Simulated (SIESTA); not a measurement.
## A short convergence ladder for HfZrCN (R3m, 4 atoms in the cell)

```xyz
4
Lattice="1.6425 0.9483 5.3777 -1.6425 0.9483 5.3777 0.0000 -1.8966 5.3777" Properties=species:S:1:pos:R:3 pbc="T T T"
Zr     0.0000     0.0000     8.0877
Hf     0.0000     0.0000    16.1178
C      0.0000     0.0000     4.0666
N      0.0000     0.0000    12.0611
```

Base method: SIESTA with LDA PW92, numerical atomic orbitals DZP, PseudoDojo LDA standard norm-conserving potentials (rewritten from UPF to PSML).

Base settings: XC.functional = LDA; XC.authors = PW92; potentials = PseudoDojo LDA standard; PAO.BasisSize = DZP; PAO.EnergyShift = 0.01 Ry; MeshCutoff = 400 Ry; kgrid.MonkhorstPack = 5 5 5; OccupationFunction = FD; ElectronicTemperature = 100 meV; MaxSCFIterations = 150.

Core times come from one kind of shared machine, to one figure; runs under 30 s give none.

**The force threshold of a relaxation**

On HfZrCN (R3m, 4 atoms in the cell): one atom moved by 0.15 angstrom.

In this ladder: MD.TypeOfRun = FIRE; MD.Steps = 40.

The mesh stays at the base's, so the ladder's end is converged at best in this setting alone.

Only quantities that move along the ladder and can be compared are tabulated.

```tsv
MD.MaxForceTol	free energy less the last step's (meV/atom)	largest force left (eV/Å)	relaxation steps	core time / last (rough)
0.2 eV/Ang	0.11	0.1002	6	0.3
0.05 eV/Ang	0.01	0.0356	13	0.6
0.02 eV/Ang	0.00	0.0056	14	0.6
0.005 eV/Ang	0.00	0.0026	27	1
```

Coarsest MD.MaxForceTol that holds the free energy within 0.1 meV/atom of the last step, with all finer ones: 0.05 eV/Ang; the step before is off by 0.11 meV/atom.

Coarsest MD.MaxForceTol that holds the largest force left within 0.02 eV/Å of the last step, with all finer ones: 0.02 eV/Ang; the step before is off by 0.033 eV/Å.

On the base run: the starting cell comes from a database of computed structures (which also holds hypothetical and non-ambient phases and stackings), without a prior relaxation at this level. Its lattice was rescaled by up to half a per cent. Values carry the incompleteness of an atom-centred basis. In the base run, with a pressure of about -15 GPa the cell is away from its equilibrium volume at this level. Without a gap this mesh is coarse (it stands for a supercell whose shortest vector is 16 Å).
